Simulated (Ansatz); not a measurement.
Band structure of CoO (Fm-3m, 4 atoms in the cell).

```yaml
crystal:
  lattice:
    - [4.22209, 2.11104, 2.11104]
    - [2.11104, 4.22209, 2.11104]
    - [2.11104, 2.11104, 4.22209]
  atoms:
    - { symbol: Co, position: [0.00000, 0.00000, 0.00000], spin: 3.0 }
    - { symbol: Co, position: [0.50000, 0.50000, 0.50000], spin: -3.0 }
    - { symbol: O, position: [0.25000, 0.25000, 0.25000] }
    - { symbol: O, position: [0.75000, 0.75000, 0.75000] }
```
(The spins are starting values, not results.)

Method of the run: PBE (plane waves, PAW; Ansatz, an electronic-structure program).

Settings: basis.ecutwfc = 420 eV; kpoints.mp_grid.grid = 9 9 9; hamiltonian.xc = pbe; hamiltonian.pseudopotentials = {kind: paw} (the program's default PAW files); magnetization.spin_polarized = true; scf.occupations.method = fermi_dirac; scf.occupations.width = 0.05 eV; kpoints.band_path.path = [[0.0, 0.0, 0.0], [0.5, 0.0, 0.0], [0.5, 0.1875, -0.1875]]; kpoints.band_path.npoints = 8.

The starting cell has typed, rounded lattice constants, without a prior relaxation at this level. Its lattice was rescaled by a random factor within 2.5 % of one. The magnetic order is the one reached from the typed start; others were not searched systematically.

Levels in eV from the Fermi level, bands 20 to 27 of the first spin channel:
```csv
point,20,21,22,23,24,25,26,27
Γ,-1.90,-1.90,-0.55,-0.55,-0.13,1.31,1.98,1.98
L,-1.11,-1.00,-0.90,0.05,0.29,1.55,1.61,7.21
B1,-1.32,-1.07,-0.18,-0.08,0.02,1.61,1.68,8.23
```

Bands cross the Fermi level along this path, so the cell is metallic at this level.

The net moment of the cell came out as 0.00 μB.

Keys are those of Ansatz 0.2.
